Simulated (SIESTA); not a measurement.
A user runs SIESTA on Sr₂Zn₃As₂O₂ (I4/mmm, 9 atoms in the cell) and asks whether the run is sound. The aim is a self-consistent single point with DFT, LDA PW92, numerical atomic orbitals TZP, PseudoDojo LDA standard norm-conserving potentials (rewritten from UPF to PSML).

Cell that was meant: a = 9.9234 Å, b = 9.9234 Å, c = 9.9234 Å, α = 156.15°, β = 156.15°, γ = 33.99°.

Part of the input:

```
    0   0   5  0.5
%endblock kgrid.MonkhorstPack
OccupationFunction           FD
ElectronicTemperature        2.0 eV

MaxSCFIterations             150
SCF.Mixer.Method             Pulay
```

Output, abridged:

```
reinit: Reading from file input.fdf

reinit: System Name: Sr2Zn3(AsO)2
reinit: System Label: siesta

   [... lines left out ...]
        2.050878   -2.050878    9.490058
        2.050878    2.050878   -9.490058

outcell: Cell vector modules (Ang)   :    9.923377    9.923377    9.923377
outcell: Cell angles (23,13,12) (deg):    156.1453    156.1453     33.9887
outcell: Cell volume (Ang**3)        :    159.6646
new_DM -- step:     1
Initializing Density Matrix...

Attempting to read DM from file... Failed...
DM filled with atomic data:

InitMesh: MESH = 80 x 80 x 60 = 384000
InitMesh: Mesh cutoff (required, used) =   300.000   327.818 Ry

stepf: Fermi-Dirac step function
        iscf     Eharris(eV)        E_KS(eV)     FreeEng(eV)     dDmax    Ef(eV) dHmax(eV)
   scf:    1   -24657.893030   -25271.700833   -25337.792829  5.207535 -0.692597 81.934229
   scf:    2   -25587.906006   -25513.057907   -25560.787380  2.843157 -2.745709 47.384050
   scf:    3   -25563.511024   -25551.343354   -25594.050796  0.448829 -3.098025 14.413428
   scf:    4   -25565.756803   -25559.829367   -25600.346652  0.142242 -3.283001  5.291963
   scf:    5   -25562.447232   -25561.249658   -25601.078674  0.054921 -3.332389  2.509829
   [... 9 lines left out ...]
   scf:   15   -25562.038116   -25562.044959   -25601.346825  0.001141 -3.421549  0.000447
   scf:   16   -25562.044558   -25562.044759   -25601.346825  0.000075 -3.421531  0.001219
   scf:   17   -25562.044980   -25562.044869   -25601.346825  0.000022 -3.421539  0.000095
   scf:   18   -25562.044855   -25562.044862   -25601.346825  0.000009 -3.421550  0.000026
SCF Convergence by DM+H criterion
max |DM_out - DM_in|         :     0.0000093612
max |H_out - H_in|      (eV) :     0.0000263025
SCF cycle converged after 18 iterations

Using DM_out to compute the final energy and forces

siesta: E_KS(eV) =           -25562.0449

siesta: E_KS - E_eggbox =    -25562.0449

siesta: Atomic forces (eV/Ang):
     1   -0.000090   -0.000090   -0.915414
     2    0.000090    0.000090    0.915414
     3    0.000244   -0.000245   -0.000000
     4   -0.000245    0.000244    0.000000
     5    0.000000    0.000000   -0.000000
     6    0.000287    0.000287   -1.536640
     7   -0.000287   -0.000287    1.536641
     8   -0.000000    0.000000    0.000000
     9    0.000000   -0.000000    0.000000
   Tot   -0.000001   -0.000001    0.000001
   [... lines left out ...]
siesta: FreeEng =    -25601.346825
siesta: Cell volume =        159.664553 Ang**3
siesta:         120.56384614         45.97306509  kBar
   [... lines left out ...]

Mulliken Atomic Populations:
Atom #   charge [q] valence [e]  Species
     1     1.086928    8.913072  Sr
     2     1.086928    8.913072  Sr
     3     0.905144   19.094856  Zn
     4     0.905144   19.094856  Zn
     5     0.409445   19.590555  Zn
     6    -1.530006   16.530006  As
     7    -1.530006   16.530006  As
     8    -0.666789    6.666789  O
     9    -0.666789    6.666789  O
 Total     0.000000
```

### Question
Is this run sound? If not, what is wrong?

### Answer
The run is not sound. The fault is a smearing width that is far too large. A width of many tenths of an electronvolt moves electrons far across the Fermi level or the gap, and the free energy and its derivatives carry a large smearing term. To fix it, use a width small against the gap or band features. The run converged in 18 iterations without an error; against the sound input the free energy drops by 1.77 eV/atom, the pressure goes from -4.86 to 12.06 GPa, the largest force goes from 0.269 to 1.537 eV/Å and no clean gap remains on the mesh (levels overlap or are partly filled), against 0.92 eV before.

The sound input it was made from differs as follows (other fixes are possible):
```diff
-ElectronicTemperature        2.0 eV
+ElectronicTemperature        0.01 eV
```

With that input, the run converged in 16 iterations: free energy E − TS -25585.4582 eV; top of the valence band (on the code's own zero) -4.40 eV; gap on the k-point mesh 0.92 eV; pressure -4.86 GPa; largest force (vector length) 0.269 eV/Å (DFT, LDA PW92, numerical atomic orbitals TZP, PseudoDojo LDA standard norm-conserving potentials (rewritten from UPF to PSML)).

On the sound input: the starting cell comes from a database of computed structures (which also holds hypothetical and non-ambient phases and stackings), without a prior relaxation at this level. Its lattice was rescaled by a random factor within 2.5 % of one. Values carry the incompleteness of an atom-centred basis. The basis of the alkali or alkaline-earth atoms may lack their empty d shell, which can raise the gap. With a pressure of about -5 GPa the cell is away from its equilibrium volume at this level. The shifted mesh does not hold Γ, so a gap read on it misses any band edge there.
